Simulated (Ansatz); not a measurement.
SnO, response to strain

The reference is SnO (space group P4/nmm, No. 129; layered, stacked along the Cartesian z axis; relaxed with 0.1 eV smearing).

SnO is modelled in the tetragonal space group P4/nmm, origin choice 1 (No. 129), Pearson symbol tP4. Conventional cell: a = b = 3.769 Å, c = 4.557 Å, α = β = γ = 90.00°. Sn on 2c sees 4 O at 2.211 Å. O on 2a sees 4 Sn at 2.211 Å (tetrahedral). (Neighbours: up to the widest gap in distance over summed covalent radii, below 1.35, at either atom; cation-cation and far metal-metal contacts left out.)

Strains are applied to the cell and any free atomic positions relax.

Calculations: PBEsol-D3(BJ) in Ansatz (plane waves to 420 eV, PAW, no spin-orbit coupling).

Notes on the quantities. energy relative to the base: free energy F; pressure: mean of the normal stresses, compression positive.

| variant | energy relative to the base | largest internal atomic displacement | pressure |
|---|---|---|---|
| base | 0 meV/atom | – | 0.0 GPa |
| isotropic strain +0.60 % | +0.9 meV/atom | 0.013 Å | … |
| isotropic strain +1.20 % | +3.6 meV/atom | … | -1.9 GPa |
| isotropic strain +1.80 % | … | 0.039 Å | … |

Question: Fill in the withheld entries from the trend.

Answer: 
- isotropic strain +0.60 %, pressure: -1.0 GPa
- isotropic strain +1.20 %, largest internal atomic displacement: 0.026 Å
- isotropic strain +1.80 %, energy relative to the base: +8.0 meV/atom
- isotropic strain +1.80 %, pressure: -2.8 GPa

Whether these cells are dynamically stable was not tested. The final runs are not spin-polarised.

Ansatz is a program for electronic structure.
